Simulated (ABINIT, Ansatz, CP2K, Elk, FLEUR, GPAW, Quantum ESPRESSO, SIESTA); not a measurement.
## Y2Mg (Cmcm, 6 atoms in the cell) computed with different codes at matched settings

Self-consistent single point, at a second geometry (lattice scaled by 0.98). First geometry:

```yaml
crystal:
  lattice:
    - [6.37836, -2.60893, 0.00000]
    - [6.37836, 2.60893, 0.00000]
    - [0.00000, 0.00000, 5.21640]
  atoms:
    - { symbol: Y, position: [0.90968, 0.40284, 0.75000] }
    - { symbol: Y, position: [0.09032, 0.59716, 0.25000] }
    - { symbol: Y, position: [0.40284, 0.90968, 0.25000] }
    - { symbol: Y, position: [0.59716, 0.09032, 0.75000] }
    - { symbol: Mg, position: [0.25932, 0.74068, 0.75000] }
    - { symbol: Mg, position: [0.74068, 0.25932, 0.25000] }
```

Shared settings, as Ansatz (a program for electronic structure) writes them: kpoints.mp_grid.grid = 4 4 3; scf.occupations.method = fermi_dirac; scf.occupations.width = 0.0073 Ry. Potentials and cutoffs stand in the table.

```json
[
 {"code": "Elk", "model": "PBEsol, all-electron FP-LAPW, Elk's shipped species files, APW+lo basis with extra local orbitals", "ΔF from the first geometry (meV/atom)": "3.9", "pressure (GPa)": "–", "largest force (eV/Å)": "–", "cutoff": "rgkmax 8"},
 {"code": "ABINIT", "model": "PBEsol, norm-conserving pseudopotentials (PseudoDojo nc-sr-04 PBEsol standard)", "ΔF from the first geometry (meV/atom)": "2.7", "pressure (GPa)": "1.60", "largest force (eV/Å)": "0.110", "cutoff": "42 Ha"},
 {"code": "FLEUR", "model": "PBEsol, all-electron FLAPW (FLEUR), scalar-relativistic valence", "ΔF from the first geometry (meV/atom)": "2.7", "pressure (GPa)": "–", "largest force (eV/Å)": "–", "cutoff": "Kmax 3.8 1/bohr"},
 {"code": "Ansatz", "model": "PBEsol, PAW files made with PBE", "ΔF from the first geometry (meV/atom)": "2.3", "pressure (GPa)": "1.57", "largest force (eV/Å)": "0.111", "cutoff": "30.9 Ry"},
 {"code": "SIESTA", "model": "GGA PBEsol, numerical atomic orbitals DZP, PseudoDojo PBEsol standard norm-conserving potentials (rewritten from UPF to PSML)", "ΔF from the first geometry (meV/atom)": "-6.6", "pressure (GPa)": "0.69", "largest force (eV/Å)": "0.223", "cutoff": "grid 400 Ry"},
 {"code": "Quantum ESPRESSO", "model": "PBEsol, PseudoDojo standard norm-conserving (PBESOL) pseudopotentials", "ΔF from the first geometry (meV/atom)": "2.7", "pressure (GPa)": "1.60", "largest force (eV/Å)": "0.112", "cutoff": "85 Ry"},
 {"code": "CP2K", "model": "PBEsol, GPW, DZVP-MOLOPT-SR-GTH basis, GTH-PBE potentials (GTH_POTENTIALS)", "ΔF from the first geometry (meV/atom)": "12.2", "pressure (GPa)": "2.57", "largest force (eV/Å)": "0.140", "cutoff": "grid 1000 Ry"},
 {"code": "GPAW", "model": "PBEsol, GPAW PAW datasets PBEsol (made by gpaw-setup)", "ΔF from the first geometry (meV/atom)": "2.2", "pressure (GPa)": "1.56", "largest force (eV/Å)": "0.111", "cutoff": "850 eV"}
]
```

Size of the force on each atom (eV/Å): Sizes of forces hide their directions.

```tsv
code	Y1	Y2	Y3	Y4	Mg5	Mg6
ABINIT	0.072	0.072	0.072	0.072	0.110	0.110
Ansatz	0.070	0.070	0.070	0.070	0.111	0.111
SIESTA	0.223	0.223	0.223	0.223	0.129	0.129
Quantum ESPRESSO	0.072	0.072	0.072	0.072	0.112	0.112
CP2K	0.140	0.140	0.140	0.140	0.134	0.134
GPAW	0.069	0.069	0.069	0.069	0.111	0.111
```

A dash marks a value that a program does not give, or that is left out as unsure.

The spread over the programs that give each value: ΔF from the first geometry within 18.8 meV/atom; pressure within 1.88 GPa; largest force within 0.113 eV/Å.

SIESTA and CP2K use small atom-centred bases, whose incompleteness enters pressures, forces and empty levels differently from a plane-wave cutoff. Elk and FLEUR treat all electrons, but the usual bases taken here (sphere radii, linearisation, local orbitals, empty states) were not tested for convergence, so the values are no reference for the others. Ansatz's pressure is given at a fixed set of plane waves, as the other plane-wave codes print theirs. In the force vectors, SIESTA (by 0.155) lies more than 0.08 eV/Å from the median of the plane-wave programs.

The shared mesh is coarse (it stands for a supercell whose shortest vector is 15 Å), so the values are not converged in it.

The starting cell comes from a database of computed structures (which also holds hypothetical and non-ambient phases and stackings), without a prior relaxation at this level. Its lattice was rescaled by a random factor within 2.5 % of one. For this run, on top of that: lattice scaled by 0.98.

Keys are those of Ansatz 0.2.
